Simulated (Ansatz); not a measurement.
**CsBi₂ in the cubic Laves (MgCu2 type) structure (space group Fd-3m, No. 227; a cell from a computed database, its experimental status unchecked)**

Space group Fd-3m, origin choice 1 (No. 227); a = 9.6267 Å, b = 9.6267 Å, c = 9.6267 Å, α = 90.00°, β = 90.00°, γ = 90.00°

| atom | site | symmetry | x | y | z |
|---|---|---|---|---|---|
| Cs | 8b | -43m | 0.5000 | 0.5000 | 0.5000 |
| Bi | 16c | .-3m | 0.1250 | 0.1250 | 0.1250 |
(The calculation used a cell of 6 atoms; values per cell refer to that cell.)

Method: Ansatz (a first-principles code) PBEsol, no spin-orbit coupling. k-mesh 9×9×9 (Γ-centred); smearing 0.05 eV (Fermi–Dirac).

The volume per atom is 37.17 Å³, the density comes out as 8.20 g/cm³ and the band gap is zero. The total energy is -10023.614 eV/atom (σ→0; compares only within this code and set-up).

Whether these cells are dynamically stable was not tested.
